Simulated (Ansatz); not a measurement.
System: CdCl₂ (P-4m2, No. 115, 3 atoms in the cell; start mp-1181940; a measured phase of this formula has another space group). Method: PBEsol in Ansatz (PAW).

Run with plane-wave cutoff 500 eV, 10×10×8 k mesh (along the axes of the cell as run), gaussian smearing 0.02 eV, scalar-relativistic PAW data made under PBE.

Cell (relaxed at this level):

```cif
data_CdCl2
_chemical_formula_sum 'Cd1 Cl2'
_space_group_name_H-M_alt 'P 1'
_space_group_IT_number 1
_cell_length_a 3.98609
_cell_length_b 3.98609
_cell_length_c 5.66106
_cell_angle_alpha 90.000
_cell_angle_beta 90.000
_cell_angle_gamma 90.000
loop_
_space_group_symop_operation_xyz
  'x, y, z'
loop_
_atom_site_label
_atom_site_type_symbol
_atom_site_fract_x
_atom_site_fract_y
_atom_site_fract_z
_atom_site_occupancy
Cd1 Cd 0.50000 0.50000 0.50000 1
Cl1 Cl 0.00000 0.50000 0.24244 1
Cl2 Cl 0.50000 0.00000 0.75756 1
```

**Question.** What does this level give for the band gap?

**Answer.** 
- band gap = 3.12 eV (on the SCF k mesh)

Note: the relaxation could not lower the start's symmetry, so the cell can be a saddle point above a distorted one; the cell has widely spaced layers and the level no dispersion term, so their spacing and the moduli can rest on weak binding.

Spin–orbit coupling is not included.

Computed values are for the static lattice.

A start named mp-… is a Materials Project structure, which need not be a measured phase.

Ansatz is an electronic-structure program.
